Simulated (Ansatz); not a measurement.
Consider ScAg in the CsCl type structure (space group Pm-3m, No. 221; a = 3.383 Å; relaxed with 0.1 eV smearing). Axes: x, y, z lie along the cube axes.

Calculations: PBEsol (Ansatz, a quantum-chemistry and plane-wave program; PAW; 420 eV plane waves; no SOC).

Before the change:

Volume per atom: 19.36 Å³

One thing is altered: uniaxial stress, 5 GPa tension along x; all other stress components relax to zero.

Problem. What does the calculation give for the energy relative to the base and volume per atom after the change?

Solution. The energy rises by 69 meV/atom; the volume per atom increases by 0.25 Å³, from 19.36 Å³ to 19.61 Å³.

Load acts through the strain it causes; cell and atoms are relaxed under it. Beyond what the load breaks, stability against distortions was not tested. All final runs are without spin polarisation. Under uniaxial stress, 5 GPa tension along x the cell changed shape so far that it is another structure.
